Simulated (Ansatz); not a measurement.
The starting structures come from a database of crystals and need not be the phases stable at ambient conditions.

 Where the default PAW files enter, the runs use the earlier of Ansatz's two default sets.

The decay constant κ of evanescent states in the gap governs leakage through a thin film.

Input:

```yaml
crystal:
  lattice:
    - [3.86549, 0.00000, 0.00000]
    - [0.00000, 3.86549, 0.00000]
    - [0.00000, 0.00000, 5.45561]
  atoms:
    - { symbol: Al, position: [0.50000, 0.50000, 0.50000] }
    - { symbol: Ga, position: [0.00000, 0.00000, 0.00000] }
    - { symbol: P, position: [0.00000, 0.50000, 0.25039] }
    - { symbol: P, position: [0.50000, 0.00000, 0.74961] }
```

Space group of this cell: P-4m2. The cell is taken as given; by LDA its mean pressure is -2.3 GPa.

Transport runs along the normal of the first two printed cell vectors, the (001) plane of the conventional cell.

The gap is the functional's own, uncorrected, and κ follows it; spin-orbit coupling is left out. Mid-gap values are interpolated between the computed energies.

Question: Predict the band gap and the smallest decay constant κ at mid-gap from LDA (Ansatz, an electronic-structure program).

Answer: Gap 1.48 eV on a 8×8×6 mesh; κ = 0.151 1/Å, at the zone centre.
